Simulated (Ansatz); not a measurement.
**BaZrO3, pressure series**

The parent structure is BaZrO$_{3}$ (space group I4/mcm, No. 140; a = 5.8973 Å, c = 8.3803 Å; a cell from a computed database, its experimental status unchecked).

Cell and atoms are relaxed at each pressure.

Method: PBEsol in Ansatz (plane waves to 420 eV, PAW, spin-orbit coupling left out).

```tsv
case	band gap	density	shortest interatomic distance
base	3.26 eV	6.30 g/cm³	2.095 Å
pressure −2 GPa	3.22 eV	6.22 g/cm³	2.103 Å
pressure −1 GPa	3.25 eV	6.26 g/cm³	2.099 Å
pressure 0.3 GPa	3.27 eV	6.31 g/cm³	2.093 Å
pressure 0.7 GPa	3.28 eV	6.33 g/cm³	2.092 Å
pressure 1.5 GPa	3.29 eV	6.36 g/cm³	2.089 Å
```

Load acts through the strain it causes; cell and atoms are relaxed under it. Stability against distortions was not tested.

Ansatz is an electronic-structure program.
